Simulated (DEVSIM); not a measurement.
Device: abrupt GaSb n-p junction, at 300 K.

Layer 1 from the left is GaSb, thickness (μm) 1.40, Nd (cm⁻³) 6.6e15, τn (s) 2.7e-8, τp (s) 2.7e-8. Layer 2 from the left is GaSb, thickness (μm) 230, Na (cm⁻³) 1.7e14, τn (s) 2.7e-8, τp (s) 2.7e-8.

Left contact: ohmic. Right contact: ohmic. Voltage is applied to the left contact. Recombination: SRH at mid-gap, radiative. Mobility is μmin + (μ − μmin)/(1 + (N/Nref)^α).

This is a model device: material constants are rounded textbook-type values typed into the input, and sizes, dopings and lifetimes were drawn at random. Values at 300 K.

GaSb: gap (eV) 0.726, affinity (eV) 4.06, permittivity 15.7, Nc (cm⁻³) 2.1e17, Nv (cm⁻³) 1.8e19, μn (cm²/Vs) 5000, μp (cm²/Vs) 850, μn,min 1000, μp,min 190, Nref,n 2.8e17, Nref,p 9e17, αn 1.05, αp 0.65, B (cm³/s) 1e-10.

Question: Estimate by hand the built-in potential, the peak field at zero bias, and compare with a numerical solution.

Answer: 
- Built-in potential: ni = √(Nc Nv) exp(−Eg/2kT) = 1.55e12 cm⁻³ with Eg = 0.726 eV; Vbi = kT/q ln(Na Nd/ni²) = 0.337 V; numerical 0.337 V.
- Peak field at zero bias: depletion approximation: W = √(2εVbi/(qN)) = 1.88 μm with N = 1.66e14 cm⁻³; field = 2Vbi/W = 3590 V/cm; numerical 4680 V/cm (estimate below by 23 %).

DEVSIM, 1D drift-diffusion, Boltzmann statistics, complete ionisation; no tunnelling, impact ionisation, image-force lowering or self-heating.
